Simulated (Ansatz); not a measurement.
Rock-salt LaS was calculated with PBE0 (Ansatz, a program for electronic structure, plane waves, PAW).

Settings: plane-wave cutoff 460 eV, 8×8×8 k mesh, Fermi–Dirac smearing 0.05 eV, scalar-relativistic PAW data made under PBE.

Cell (relaxed at this level):

```cif
data_La4S4
_chemical_formula_sum 'La4 S4'
_space_group_name_H-M_alt 'Fm-3m'
_space_group_IT_number 225
_space_group_name_Hall '-F 4 2 3'
_cell_length_a 5.85863
_cell_length_b 5.85863
_cell_length_c 5.85863
_cell_angle_alpha 90.000
_cell_angle_beta 90.000
_cell_angle_gamma 90.000
loop_
_atom_site_label
_atom_site_type_symbol
_atom_site_symmetry_multiplicity
_atom_site_Wyckoff_symbol
_atom_site_fract_x
_atom_site_fract_y
_atom_site_fract_z
_atom_site_occupancy
La1 La 4 a 0.00000 0.00000 0.00000 1
S1 S 4 b 0.50000 0.50000 0.50000 1
```
(The calculation used a cell of 2 atoms; values per cell refer to that cell.)

Problem. Give the computed bulk modulus B0 and pressure derivative B′ of the bulk modulus.

Solution. 
* **bulk modulus B0**: 87.4 GPa
* **pressure derivative B′ of the bulk modulus**: 4.4

The run finds no gap.

Note: the relaxation could not lower the start's symmetry, so the cell can be a saddle point above a distorted one.

Spin–orbit coupling is not included; it can open a gap where bands touch, and shift volumes and moduli.

It cost about 19 core-minutes (a rough figure) of CPU time.
